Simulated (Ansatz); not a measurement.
Si (P6₃/mmc, No. 194, 4 atoms in the cell; start mp-165; another form than the element's usual one), treated with LDA (plane waves, PAW; Ansatz, an electronic-structure program).

Settings: plane-wave cutoff 520 eV, 12×12×6 k mesh (along the axes of the cell as run), Fermi–Dirac smearing 0.01 eV, scalar-relativistic PAW data made under PBE.

Computed at the level's own relaxed cell.

```yaml
crystal:
  lattice:
    - [3.80179, 0.00000, 0.00000]
    - [-1.90090, 3.29245, 0.00000]
    - [0.00000, 0.00000, 6.28995]
  atoms:
    - { symbol: Si, position: [0.33333, 0.66667, 0.06305] }
    - { symbol: Si, position: [0.66667, 0.33333, 0.93695] }
    - { symbol: Si, position: [0.66667, 0.33333, 0.56305] }
    - { symbol: Si, position: [0.33333, 0.66667, 0.43695] }
```

Task: List the 9 lowest band energies at Γ above −25 eV (eV, relative to the valence band maximum), grouping those that round alike.

Result: At Γ: -12.36, -10.02, -7.36, -1.54 (×2), -0.37, 0.00 (×2), 0.99.

A start named mp-… is a Materials Project structure, which need not be a measured phase.
